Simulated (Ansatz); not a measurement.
Computed with PBE (plane waves to 420 eV, PAW; Ansatz, a program for electronic structure).

Plane-averaged electrostatic potential energy along the normal, in eV from the Fermi level, for Cl on the 1x1 (111) surface of fcc Au (the real clean face reconstructs), one in a 1x1 cell, started at the site 'top Au':

| z (Å) | V (eV) |
|---|---|
| 5.30 | 5.16 |
| 5.59 | 5.16 |
| 5.89 | 5.16 |
| 6.18 | 5.16 |
| 6.48 | 5.15 |
| 6.77 | 5.14 |
| 7.07 | 5.11 |
| 7.36 | 5.06 |
| 7.66 | 4.93 |
| 7.95 | 4.63 |
| 8.24 | 3.93 |
| 8.54 | 2.29 |
| 8.83 | -2.20 |
| 9.13 | -9.71 |
| 9.42 | -14.84 |
| 9.72 | -15.93 |
| 10.01 | -13.09 |
| 10.31 | -6.56 |
| 10.60 | -0.34 |
| 10.89 | 1.03 |
| 11.19 | -1.70 |
| 11.48 | -8.72 |
| 11.78 | -14.45 |
| 12.07 | -16.27 |
| 12.37 | -14.23 |
| 12.66 | -8.32 |
| 12.96 | -1.46 |
| 13.25 | 0.84 |
| 13.54 | -1.14 |
| 13.84 | -7.81 |
| 14.13 | -13.93 |
| 14.43 | -16.22 |
| 14.72 | -14.67 |
| 15.02 | -9.19 |
| 15.31 | -2.11 |
| 15.61 | 0.72 |
| 15.90 | -1.09 |
| 16.19 | -7.68 |
| 16.49 | -13.72 |
| 16.78 | -15.99 |
| 17.08 | -14.41 |
| 17.37 | -8.92 |
| 17.67 | -1.53 |
| 17.96 | 2.39 |
| 18.26 | 3.11 |
| 18.55 | 0.47 |
| 18.84 | -5.35 |
| 19.14 | -9.16 |
| 19.43 | -8.75 |
| 19.73 | -4.30 |
| 20.02 | 1.76 |
| 20.32 | 4.80 |
| 20.61 | 5.81 |
| 20.91 | 6.17 |
| 21.20 | 6.29 |
| 21.49 | 6.34 |
| 21.79 | 6.35 |
| 22.08 | 6.36 |
| 22.38 | 6.36 |
| 22.67 | 6.36 |
| 22.97 | 6.36 |
| 23.26 | 6.36 |
| 23.56 | 6.36 |

Set-up: 5 atoms, 7.2 Å thick at the start under the adsorbate (thin: gaps and levels are the slab's own); mesh 12x12x1; 0.1 eV smearing; dipole correction on; 2 atoms held, the rest relaxed; held to the start's symmetry, so lower structures may exist; no spin, no spin-orbit, no U, no dispersion correction. At the end it is bonded to Au. In PBE it is, or lies within 0.03 eV of, the lowest of the starts that converged.

### Question
The surface cell has an area of 7.48 Å². What dipole along the normal does the step between the two vacuum levels imply?

### Answer
the top vacuum level lies 1.20 eV above the bottom one; p = −ε₀ A ΔV (ε₀ = 0.005526 e/(V·Å)) gives -0.05 e·Å a cell.
